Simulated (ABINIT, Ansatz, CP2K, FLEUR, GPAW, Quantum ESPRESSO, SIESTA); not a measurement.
**One structure in several programs: MgH2 (P4_2/mnm, 6 atoms in the cell)**

Self-consistent single point.

```
MgH2
1.0
    4.52000     0.00000     0.00000
    0.00000     4.52000     0.00000
    0.00000     0.00000     3.02000
Mg H
2 4
Direct
  0.00000   0.00000   0.00000
  0.50000   0.50000   0.50000
  0.30400   0.30400   0.00000
  0.80400   0.19600   0.50000
  0.19600   0.80400   0.50000
  0.69600   0.69600   0.00000
```

Shared settings, as Ansatz (a quantum-chemistry and plane-wave program) writes them: kpoints.mp_grid.grid = 5 5 7; scf.occupations.method = fermi_dirac; scf.occupations.width = 0.01 eV. Potentials and cutoffs stand in the table.

| code | model | pressure (GPa) | largest force (eV/Å) | gap on the mesh (eV) | cutoff |
|---|---|---|---|---|---|
| GPAW | LDA (Perdew-Wang 92), GPAW PAW datasets LDA (gpaw-data 1.0.1) | -2.79 | 0.023 | 3.583 | 850 eV |
| Quantum ESPRESSO | LDA (PZ), GBRV 1.5 ultrasoft (LDA) pseudopotentials | -2.79 | 0.023 | 3.578 | 40 Ry |
| ABINIT | LDA (PW92), norm-conserving pseudopotentials (PseudoDojo nc-sr-04 LDA standard) | -2.72 | 0.022 | 3.578 | 42 Ha |
| CP2K | LDA (Pade form), GPW, DZVP-MOLOPT-SR-GTH basis, GTH-PADE potentials (GTH_POTENTIALS) | -4.03 | 0.087 | 3.044 | grid 1000 Ry |
| SIESTA | LDA PW92, numerical atomic orbitals DZP, PseudoDojo LDA standard norm-conserving potentials (rewritten from UPF to PSML) | -1.94 | 0.031 | 3.525 | grid 350 Ry |
| Ansatz | LDA (PW92), default PAW files made with PBE | -2.92 | 0.024 | 3.580 | default |
| FLEUR | LDA (Perdew-Zunger), all-electron FLAPW (FLEUR), scalar-relativistic valence | – | 0.023 | 3.580 | Kmax 4.4 1/bohr |

A dash marks a value that a program does not give, or that is left out as unsure.

Gaps are read on the mesh.

The spread over the programs that give each value: pressure within 2.09 GPa; largest force within 0.065 eV/Å; gap on the mesh within 0.539 eV.

CP2K and SIESTA use small atom-centred bases, whose incompleteness enters pressures, forces and empty levels differently from a plane-wave cutoff. FLEUR treats all electrons, but the usual bases taken here (sphere radii, linearisation, local orbitals, empty states) were not tested for convergence, so the values are no reference for the others. Ansatz's pressure is given at a fixed set of plane waves, as the other plane-wave codes print theirs; with its correction for the finite basis it is -2.81 GPa. The same LDA comes in different parametrisations, which differ slightly. In the pressure, CP2K (by 1.24) lies more than 1 GPa from the median of the plane-wave programs. In the gap, CP2K (by 0.536) lies more than 0.12 eV from the median of the plane-wave programs. In the force vectors, CP2K (by 0.109) lies more than 0.08 eV/Å from the median of the plane-wave programs.

The starting cell has typed, rounded lattice constants, without a prior relaxation at this level.

Keys are those of Ansatz 0.2.
